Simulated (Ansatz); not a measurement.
The starting structures come from a database of crystals and need not be the phases stable at ambient conditions.

 Where the default PAW files enter, the runs use the earlier of Ansatz's two default sets.

By PBEsol, the system below comes out a metal.

A figure of merit of an interconnect metal is its ballistic conductance per area.

Consider the following.

```yaml
crystal:
  lattice:
    - [3.16114, 0.00000, 0.00000]
    - [-1.58057, 2.73763, 0.00000]
    - [1.58057, 0.91254, 2.58106]
  atoms:
    - { symbol: Hf, position: [0.00000, 0.00000, 0.00000] }
```

Space group of this cell: Fm-3m, fcc (Cu type). The cell is taken as given; by PBEsol its mean pressure is -3.6 GPa.

The current flows along the normal of the first two printed cell vectors, the (111) plane of the conventional cell. No spin-orbit coupling; the value is a mean over 0.1 eV about the Fermi level.

**Question.** State the ballistic conductance per area according to PBEsol in Ansatz (an electronic-structure program).

**Answer.** 1.3 × 10¹⁵ S/m² for both spins.
